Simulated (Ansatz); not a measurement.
CuI (model structure, started from the WC type, P-6m2, No. 187, 2 atoms in the cell)

Calculation: HSE06 in Ansatz (PAW).

Settings: plane-wave cutoff 500 eV, 12×12×8 k mesh (along the axes of the cell as run), Fermi–Dirac smearing 0.05 eV, no spin polarisation, scalar-relativistic PAW data made under PBE.

Cell (relaxed with r²SCAN):

```xyz
2
Lattice="3.9342 0.0000 0.0000 -1.9671 3.4071 0.0000 0.0000 0.0000 3.6934" Properties=species:S:1:pos:R:3 pbc="T T T"
Cu     0.0000     0.0000     0.0000
I      1.9671     1.1357     1.8467
```

For CuI (model structure, started from the WC type, P-6m2, No. 187, 2 atoms in the cell), the band gap is 0.75 eV (on the SCF k mesh).

Note: exact exchange on metals is sensitive to the k mesh and can open a false gap; the relaxation could raise the start's symmetry but not lower it, so the cell can be a saddle point; cell and atoms aren't relaxed at this level (pressure 1.1 GPa).

Spin–orbit coupling is not included; with these elements it can move the gap by several tenths of an eV or more.

A model structure was made by putting elements into a prototype or built by hand; it is no filed structure, need not be a known phase, and can be a saddle point held by its symmetry.

Ansatz is an electronic-structure program.
